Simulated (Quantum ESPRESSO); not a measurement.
Worked example: self-consistent single point of CuAgO2 (Pmmm, 4 atoms in the cell) in Quantum ESPRESSO.

Level of theory: PBEsol, PSlibrary PAW (PBE) pseudopotentials (plane waves; Quantum ESPRESSO).

```
CELL_PARAMETERS angstrom
      2.81644     0.00000     0.00000
      0.00000     3.35389     0.00000
      0.00000     0.00000     5.40418
ATOMIC_POSITIONS crystal
  Cu 0.50000 0.50000 0.50000
  Ag 0.00000 0.00000 0.00000
  O  0.00000 0.50000 0.27085
  O  0.00000 0.50000 0.72915
```

Reference input (self-consistent single point, DFT, PBEsol, plane waves, PSlibrary PAW (PBE) pseudopotentials): ecutwfc = 55 Ry; ecutrho = 330 Ry; occupations = smearing; smearing = fd; degauss = 0.0073499 Ry; input_dft = pbesol; K_POINTS = automatic 9 8 5 0 0 0; conv_thr = 1e-10 Ry; mixing_beta = 0.5. This run's input differs from it in these lines:

```diff
@@ -15,4 +15,4 @@
  ntyp = 3
- ecutwfc = 55
- ecutrho = 330
+ ecutwfc = 28
+ ecutrho = 168
  occupations = 'smearing'
```

Output (repeated stretches shortened):

```
     Self-consistent Calculation

     iteration #  1     ecut=    28.00 Ry     beta= 0.50

     total energy              =    -641.60217520 Ry
     estimated scf accuracy    <       1.50915810 Ry

     iteration #  2     ecut=    28.00 Ry     beta= 0.50

     total energy              =    -642.17980173 Ry
     estimated scf accuracy    <       3.83686401 Ry

     iteration #  3     ecut=    28.00 Ry     beta= 0.50

     total energy              =    -642.41484541 Ry
     estimated scf accuracy    <       0.40677315 Ry

   [... 9 blocks of this kind left out ...]

     iteration # 13     ecut=    28.00 Ry     beta= 0.50

     total energy              =    -642.45326324 Ry
     estimated scf accuracy    <          1.2E-09 Ry

     iteration # 14     ecut=    28.00 Ry     beta= 0.50
     End of self-consistent calculation

     the Fermi energy is     8.2337 ev

!    total energy              =    -642.45326324 Ry
     estimated scf accuracy    <          2.4E-12 Ry
     smearing contrib. (-TS)   =      -0.00462073 Ry
     internal energy E=F+TS    =    -642.44864251 Ry

     convergence has been achieved in  14 iterations

     Forces acting on atoms (cartesian axes, Ry/au):

     atom    1 type  1   force =     0.00000000    0.00000000    0.00000000
     atom    2 type  2   force =     0.00000000    0.00000000    0.00000000
     atom    3 type  3   force =     0.00000000    0.00000000   -0.01419011
     atom    4 type  3   force =     0.00000000    0.00000000    0.01419011

     Total force =     0.020068     Total SCF correction =     0.000001

          total   stress  (Ry/bohr**3)                   (kbar)     P=    -1046.81
  -0.00698005   0.00000000   0.00000000        -1026.80        0.00        0.00
   0.00000000  -0.00720804   0.00000000            0.00    -1060.34        0.00
   0.00000000   0.00000000  -0.00716009            0.00        0.00    -1053.29

   JOB DONE.
```

The run converged in 14 iterations. Against the reference run the free energy goes up by 1.51 eV/atom, the pressure goes from -2.09 to -104.7 GPa and the largest force goes from 0.121 to 0.365 eV/Å.

The starting cell comes from a database of computed structures (which also holds hypothetical and non-ambient phases and stackings), without a prior relaxation at this level. Spin polarisation is off, so a magnetic state, if there is one, cannot be reached. At the lowered cutoff the pressure carries the error of an incomplete plane-wave basis. The run gives no clean gap (levels at the Fermi energy touch, overlap or are partly filled at this smearing), which alone does not show that the compound is a metal.

Cost on one core of a shared machine: roughly 40 s.
